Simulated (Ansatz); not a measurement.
**Effect of biaxial strain −0.83 %, plane normal [111], relaxed out of plane on TlBr**

The parent structure is TlBr in the CsCl type structure (space group Pm-3m, No. 221; a = 3.840 Å). Axes: x, y, z lie along the cube axes.

It is then changed as follows: biaxial strain −0.83 %, plane normal [111], relaxed out of plane (Cartesian); in-plane vectors clamped, the third vector and the atoms free.

Computed with Ansatz (a program for electronic structure), LDA, PAW, cutoff 420 eV, no spin-orbit coupling. k-mesh 9×9×9 (Γ-centred); smearing 0.05 eV (Fermi–Dirac).

```csv
quantity,base,changed,shift
volume per atom,28.30 Å³,28.07 Å³,-0.235 Å³
space group,Pm-3m (No. 221),R-3m (No. 166),–
energy relative to the base (free energy F),0 meV/atom,+0.6 meV/atom,+0.6 meV/atom
"pressure (mean of the normal stresses, compression positive)",-0.01 GPa,0.29 GPa,+0.30 GPa
band gap,1.37 eV,1.34 eV,-0.03 eV
gap character,–,direct at L,–
electron mass,"0.12 mₑ along k, 0.19 mₑ across (at X)","0.11 mₑ along k, 0.18 mₑ across (at X)",–
"valley order (the lowest conduction-band minima on the path, energy above the VBM, named in the base's zone)",X along ⟨100⟩ 1.37 eV; R along ⟨111⟩ 1.49 eV,X along [010] 1.34 eV; R along [111] 1.38 eV,–
out-of-plane strain,–,+0.83 %,–
ratio −ε⊥/ε∥,–,1.01,–
mean in-plane stress (compression positive),–,+0.4 GPa,–
```

Final structure (turned so that z lies along the plane normal):

```xyz
2
Lattice="5.3848 0.0000 0.0000 2.6924 4.6634 0.0000 2.6924 -1.5545 2.2353" Properties=species:S:1:pos:R:3 pbc="T T T"
Tl     0.0000     0.0000     0.0000
Br     2.6924     1.5545     1.1176
```

With Tl present, leaving out spin-orbit coupling can change the band edges. Effective masses come from finite differences of ±0.01 Å⁻¹. Along k means along the line from Γ to the band edge. Stability against distortions was not tested. k-point labels follow each cell's own Brillouin zone.
